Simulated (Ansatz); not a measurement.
Consider Pt in the fcc (Cu type) structure (space group Fm-3m, No. 225; a = 3.9183 Å).

Computed with PBEsol in Ansatz (plane waves to 420 eV, PAW, spin-orbit coupling left out).

Before the change:

The magnetic state is not spin-polarised and the volume per atom is 15.04 Å³. The largest site moment is 0.00 μB.

Now apply this change: Ni takes the place of Pt on all its sites; the structure is relaxed again.

Question: Estimate the effect on the magnetic state, volume per atom and largest site moment.

Answer: The magnetic state becomes ferromagnetic (base: not spin-polarised); the volume per atom decreases by 4.66 Å³ to 10.38 Å³; the largest site moment goes from zero to 0.65 μB.

Other magnetic orders, which the real material may have, were not ruled out. Whether these cells are dynamically stable was not tested. Spin-polarised in the final run: Ni; the other runs are not.

Ansatz is a program for electronic structure.
